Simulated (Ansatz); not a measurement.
An Ansatz (a program for electronic structure) run: Li with a change (isotropic strain −0.50 %); PBE in Ansatz (plane waves to 420 eV, PAW, spin-orbit coupling left out).

Input:

Ansatz 0.2 input:
```yaml
crystal:
  lattice:
    - [-1.7090000335, 1.7090000335, 1.7090000335]
    - [1.7090000335, -1.7090000335, 1.7090000335]
    - [1.7090000335, 1.7090000335, -1.7090000335]
  atoms:
    - { symbol: Li, position: [0, 0, 0] }
basis: { ecutwfc: 420, ecutrho_ratio: 4, xc_grid: 2, fft_grid_basis: typed }
kpoints: { mp_grid: { grid: [27, 27, 27] } }
hamiltonian:
  xc: pbe
  dispersion: none
  pseudopotentials: { kind: paw }
scf: { occupations: { method: fermi_dirac, width: 0.1 }, convergence: { dr2_threshold: 0.0000000001 } }
relax: { f_tol: 0.005, max_steps: 50 }
output: { forces: true, stress: true }
checkpoint: { write: state.ck, write_every: 1000 }
```

Output:

```
Relaxation: its limit of steps is 50 (relax.max_steps)
WARN ansatz: RAYON_NUM_THREADS=1 ignored (pool sized by the plan → 1); use --threads N
Pseudopotentials: kind: paw
Pseudopotential: Li, paw, valence charge 3
Functional definition: PBE
Crystal: 1 atoms, lattice volume = 19.966 Å³
Basis set: ecut = 420 eV, 381 PW (Γ), exchange–correlation on 40×40×40 points (8 copies of the dense FFT grid, shifted against one another)
Bands: 6, of which v1, the nominal top of the filled ones, is band 2 counted from 1 (1 counted from 0)
Symmetry: 48 space group operations
Space group: Im-3m (ITA 229), of the structure as read, at distance tolerance 2.7e-5 Å
k-points: 560 of 19683
Initial density: superposition of atomic densities (neutral atoms: chi_scale 0, normalization atom), corrected by the library's trained network
Initial wavefunctions: pseudopotential atomic-orbital guess
Eigensolver: davidson
Functional: x = pbe(κ = 0.804, μ = 0.2195149727645171), c = pbe(β = 0.06672455060314922)
SCF iter   1: F=—  HF=-204.694259 eV  |F-HF|=—  |Δ(HF+E_count)|=         —  Δρ=1.30e-4  dr2=2.47e-6  ethr=1.77e-3  ⟨swp⟩=4.1  Hψ=26357  notcnv=0
all-band conjugate gradients solve this SCF's bands
preconditioner: auto → none
SCF iter   2: F=—  HF=-204.694249 eV  |F-HF|=—  |Δ(HF+E_count)|=   9.99e-6  Δρ=6.60e-5  dr2=6.36e-7  ethr=8.23e-8  ⟨swp⟩=2.0  Hψ=8714  notcnv=0
SCF iter   3: F=—  HF=-204.694249 eV  |F-HF|=—  |Δ(HF+E_count)|=   2.24e-8  Δρ=4.27e-6  dr2=1.57e-9  ethr=2.12e-8  ⟨swp⟩=2.0  Hψ=4203  notcnv=0
iter 4 did not close the SCF: its close was put off for the readings that it lacked (scf_convergence_deferred on its scf_iter line)
SCF iter   4: F=-204.694249 eV  HF=-204.694249 eV  |F-HF|=1.23e-10  |Δ(HF+E_count)|=   3.86e-9  Δρ=6.74e-7  dr2=4.87e-11  ethr=5.24e-11  ⟨swp⟩=2.1  Hψ=4241  notcnv=0
iter 5 did not close the SCF: its close was put off for the readings that it lacked (scf_convergence_deferred on its scf_iter line)
SCF iter   5: F=-204.694249 eV  HF=-204.694249 eV  |F-HF|=2.27e-13  |Δ(HF+E_count)|=  1.30e-10  Δρ=5.40e-8  dr2=2.60e-13  ethr=1.62e-12  ⟨swp⟩=2.0  Hψ=4008  notcnv=0
SCF iter   6: F=-204.694249 eV  HF=-204.694249 eV  |F-HF|=0.00e0  |Δ(HF+E_count)|=  1.71e-13  Δρ=9.60e-10  dr2=1.28e-16  ethr=1.00e-12  ⟨swp⟩=1.1  Hψ=8389  notcnv=0
SCF 1 converged in 6 iterations: F = -204.694249 eV  dr2 = 1.28e-16
relax step   1: F+E_penalty+E_count = -204.69424912 eV  Δ(F+E_penalty+E_count) = +0.000e0 eV  max|allowed force component| = 0.000e0 eV/Å  Δτ_max = 0.0000 Å  (6 SCF iters, accepted)
SCF converged after 6 iterations
Free energy (F): -204.694249 eV
Harris-Foulkes:  -204.694249 eV  (|F-HF|=0.00e0)
Internal energy: -204.678374 eV  (E = F + TS)
E sigma→0 (E₀):  -204.686312 eV
Entropy (-TS):   -0.015875 eV (-15.875 meV/atom)
Fermi energy:    1.076389 eV
--- Per-component energies (eV) ---
  E_band       = -91.114274
  E_kinetic    = 21.262681
  E_local      = -131.698948  (includes V_loc(G=0)·N_el)
  E_nonlocal   = -33.237711
  E_hartree    = 39.093289
  E_xc         = -10.091798
  E_vxc        = -12.991645  (∫ρ·V_xc dr)
  E_paw        = -21.013356  (= ΣΔE_a)
  E_vpaw       = -12.635244  (= ΣTr[D̂ρ^β])
  E_aug_tail   = 0.000014  (compensation charges beyond the density's cutoff)
  E_ewald      = -68.992544
  E_smearing   = -0.015875  (= −TS)
  E_closure    = 0.000000  (closes the sum)
  Σ components = -204.694249   (vs F -204.694249, Δ=0.00e0)
  [band-id]    e_kinetic+e_local+e_nonlocal+2·e_hartree+e_vxc+e_vpaw+e_augmentation_tail = -91.114274   (vs E_band -91.114274, Δ=-1.30e-7)
--- Forces (eV/Å), atoms counted from 1 ---
  atom   1  Li     0.00000000     0.00000000    -0.00000000
  max |Σ_I F_I| component: 1.36e-32 eV/Å
--- Stress (GPa, compression-positive) ---
        0.220132      -0.000000      -0.000000
        0.000000       0.220132       0.000000
       -0.000000      -0.000000       0.220132
  P = ⅓ Tr σ = 0.2201 GPa (2.201 kbar)
  The stress holds the Pulay correction. Without it, at fixed plane waves, as pw.x and ABINIT print it: P = 0.2190 GPa
  The stress includes an estimate of the error left by incomplete SCF convergence (largest component 0.0000 GPa).
--- Band table ---
  band table: none
--- Relaxed structure (1 steps of the walk, 1 accepted, 0 SCFs on fresh bases) ---
  F+E_penalty+E_count = -204.69424912 eV   max|allowed force component| = 0.000e0 eV/Å
  atoms:
    - { symbol: Li, position: [0.0, 0.0, 0.0] }
```

Whether these cells are dynamically stable was not tested. The cell was made from Li in the bcc (W type) structure (space group Im-3m, No. 229) by this change: isotropic strain −0.50 %.
